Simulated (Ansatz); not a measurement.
Consider interstitial H in 4H silicon carbide with all lengths changed by -1 %, charge state +1. The step: a direct jump of one H atom; the atom moves 1.83 Å along (-0.20, -0.42, -0.14) of the unit cell; the moving atom starts with neighbours C at 1.12, C at 2.17; Si at 1.93, Si at 1.96, Si at 1.99 Å and ends with C at 1.12, 2 C at 2.16; 2 Si at 1.91, Si at 2.09 Å. DFT values are from Ansatz (plane-wave PAW, 420 eV unless said) in a cell of 72 host sites, spin-restricted, static, with no finite-size correction. The charge state is imposed; whether it is stable for some Fermi level was not computed. Sites that were not tried may lie lower. For the PBE band: the saddle point's order was not checked, and it lies on a symmetry element of the cell, where a band can be held.

```json
[
 {"Level": "CHGNet universal potential (has no charge state), its own band", "Forward barrier (eV)": "0.25", "Cost of the band or of the saddle's single point": "-"},
 {"Level": "PBE, a 2×2×2 k-point mesh shifted by half a step along c, band relaxed", "Forward barrier (eV)": "0.16", "Cost of the band or of the saddle's single point": "very roughly 17 core-minutes"}
]
```

Ansatz is an electronic-structure program.
